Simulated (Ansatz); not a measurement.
Start from MgO in the rock salt structure (space group Fm-3m, No. 225).

```
CELL_PARAMETERS angstrom
      0.00000     2.07958     2.07958
      2.07958     0.00000     2.07958
      2.07958     2.07958     0.00000
ATOMIC_POSITIONS crystal
  Mg 0.00000 0.00000 0.00000
  O  0.50000 0.50000 0.50000
```

Computed with DFT with LDA, PAW potentials and a 420 eV plane-wave cutoff in Ansatz (an electronic-structure program), no spin-orbit coupling.

For the base:

| Quantity | Value |
|---|---|
| Band gap | 5.03 eV |
| Lattice parameter a | 4.159 Å |
| Electron mass | 0.36 mₑ (at Γ) |
| Width of the top valence band | 1.87 eV |

Modification: a hydrostatic pressure of 0.9 GPa.

Question: What does the calculation give for the band gap, lattice parameter a, electron mass and width of the top valence band after the change?

Answer: The band gap goes up by 0.053 eV, from 5.03 eV to 5.09 eV; the lattice parameter a decreases by 0.007 Å to 4.152 Å; the electron mass remains 0.36 mₑ (at Γ); the width of the top valence band is nearly the same (1.87 eV against 1.88 eV).

Load acts through the strain it causes; cell and atoms are relaxed under it. Effective masses come from finite differences of ±0.01 Å⁻¹. No phonon test of stability was made.
